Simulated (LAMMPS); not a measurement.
Pressure dependence of CdSe (zinc blende) at 1950 K, from the melt.

All values are model results, not measurements: classical MD, pair style sw, file CdTeZnSeHgS0.sw; code LAMMPS.

```
P (GPa)   state                  volume  coordination number of Cd by Se  self-diffusion coefficient of Cd (not corrected for cell size)
-------  ------  ----------------------  -------------------------------  --------------------------------------------------------------
0        liquid    33.45 ± 0.02 Å³/atom         3.62 (counted to 3.62 Å)                                       (7.2 ± 0.1) × 10^-5 cm²/s
2        liquid    29.38 ± 0.01 Å³/atom         4.16 (counted to 3.70 Å)                                     (6.08 ± 0.09) × 10^-5 cm²/s
5        liquid  27.276 ± 0.002 Å³/atom         4.61 (counted to 3.74 Å)                                     (5.44 ± 0.08) × 10^-5 cm²/s
```

Caution: the real compound melts congruently only under the pressure of its own vapour and loses its more volatile element when open.

Caution (row 0): this liquid lies under the melting point of about 2140 K that CdTeZnSeHgS0.sw gives, so it is undercooled.

Caution (rows 2; 5): a run this short can hold a crystal over, or a liquid under, the potential's own melting point, which these runs don't give.

States go by the mean squared displacement: a species diffuses where it passes 1.5 Å², still rises and gives D over 1e-6 cm²/s; a crystal has left its structure where atoms lie 0.35 Å off their sites on average or a cubic box changes its shape by 3 %, or the axial ratios of another lie 8 % off the starting cell's, which the potential's own relaxation can also do.

Errors of D are the spread over four groups of atoms in one short run; a floor of about 5 %, a picked value, is safer.

Errors shown are sampling errors alone.
